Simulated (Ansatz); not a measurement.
**Defect calculation: In_P in zinc-blende InP**

Computed with PBE, PAW (plane waves to 420 eV; Ansatz, a program for electronic structure). The supercell holds 64 host sites (2×2×2 repeats of a cell of 8 atoms), with a 2×2×2 shifted k-point sampling for the final energies. Site at the start: the P site. Charged cells carry a point-charge image correction with potential alignment at far atoms. Dielectric constants: PBE linear response of the host. Host gap at this level: 0.44 eV. Finite-size and sampling errors can reach tenths of an eV here. The semilocal functional narrows the gap, so deep levels can fall outside it. Spin–orbit coupling is left out, which matters for these heavy elements. Each state is the lowest found from its start.

Formation energies E_f are given with the Fermi level at the valence-band maximum. Chemical conditions: In-rich (Δμ(In) = 0.00 eV, Δμ(P) = -0.49 eV; only phases computed here count, gases as isolated molecules at 0 K); P-rich (Δμ(In) = -0.49 eV, Δμ(P) = 0.00 eV; only phases computed here count, gases as isolated molecules at 0 K). Reference phases: In: tetragonal indium, P: black phosphorus.

Charges with a result: +1, 0, −1, −2. Others weren't obtained, and one of them could lie lower, also by skipping a charge.

| charge | moment (μB) | largest move off a lattice site (Å) | image correction with alignment (eV) | E_f, In-rich (eV) | E_f, P-rich (eV) | above the lowest spin state (eV) |
|---|---|---|---|---|---|---|
| +1† | 1.0 | 0.28 | 0.16 | – | – | 0.00 |
| 0† | 2.0 | 0.19 | 0.00 | 2.15 | 3.12 | 0.00 |
| 0† | not spin-polarised | 0.24 | 0.00 | 2.21 | 3.18 | 0.06 |
| −1† | 1.0 | 0.16 | 0.02 | – | – | 0.00 |
| −2† | 0.0 | 0.08 | 0.24 | – | – | 0.00 |
| −2† | not spin-polarised | 0.08 | 0.24 | – | – | 0.00 |

† Not settled in this cell, so no level is given: charge +1: a level filled in part, carriers not clearly localised; charge 0: a level filled in part, carriers not clearly localised, level within 0.1 eV of a band edge or past it; charge −1: a level filled in part, level within 0.1 eV of a band edge or past it; charge −2: a level filled in part, level within 0.1 eV of a band edge or past it.

Starting moments that weren't kept: charge −2 began with 2 μB and ended with 0.0.
